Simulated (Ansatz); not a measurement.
AlP (model structure, within 0.1 Å of P6₄22, No. 181, 6 atoms in the cell) was calculated with PBEsol (PAW; Ansatz, a program for electronic structure).

Run with plane-wave cutoff 520 eV, 12×12×4 k mesh (along the axes of the cell as run), Fermi–Dirac smearing 0.01 eV, scalar-relativistic PAW data made under PBE.

Cell (relaxed at this level):

```cif
data_Al3P3
_chemical_formula_sum 'Al3 P3'
_space_group_name_H-M_alt 'P 1'
_space_group_IT_number 1
_cell_length_a 3.82135
_cell_length_b 3.82135
_cell_length_c 8.63242
_cell_angle_alpha 90.000
_cell_angle_beta 90.000
_cell_angle_gamma 120.000
loop_
_space_group_symop_operation_xyz
  'x, y, z'
loop_
_atom_site_label
_atom_site_type_symbol
_atom_site_fract_x
_atom_site_fract_y
_atom_site_fract_z
_atom_site_occupancy
Al1 Al 0.00000 0.49978 0.66667 1
Al2 Al 0.50022 0.50022 0.00000 1
Al3 Al 0.49978 0.00000 0.33333 1
P1 P 0.00000 0.49986 0.16667 1
P2 P 0.50014 0.50014 0.50000 1
P3 P 0.49986 0.00000 0.83333 1
```

**Question.** Predict the band gap, Γ–Γ gap and bulk modulus B0.

**Answer.** 
- band gap = 0.84 eV (on the SCF k mesh)
- Γ–Γ gap = 2.04 eV
- bulk modulus B0 = 96.1 GPa

Note: the bulk modulus is −V dP/dV from two relaxed cells at ±2 % in volume.

Computed values are for the static lattice.

Computing time: about 2.0 core-minutes (a rough figure).

A model structure was made by putting elements into a prototype or built by hand; it is no filed structure, need not be a known phase, and can be a saddle point held by its symmetry.
